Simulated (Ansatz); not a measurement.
The parent structure is Ti in the hcp (Mg type) structure (space group P6_3/mmc, No. 194; a = 2.8644 Å, c = 4.5373 Å; relaxed with 0.1 eV smearing). Axes: x lies along a and z along c of the hexagonal cell.

All numbers come from Ansatz (a first-principles code) LDA, no spin-orbit coupling.

Now apply this change: the cell is stretched by 1.50 % along x with no lateral relaxation, atoms relaxed at fixed cell.

Problem. Predict the stress tensor and what it implies for the stiffness.

Solution. Stress of the strained cell less that of the base (GPa, compression positive):
```
   -2.4     0.0     0.0
    0.0    -1.7     0.0
    0.0     0.0    -1.4
```

Then −Δσ_ii/ε with ε = 0.0150 gives secant stiffness values (nonlinear terms included at this strain): C11 ≈ 161 GPa, C12 ≈ 110 GPa and C13 ≈ 92 GPa.

Stability against distortions was not tested. All final runs are without spin polarisation.
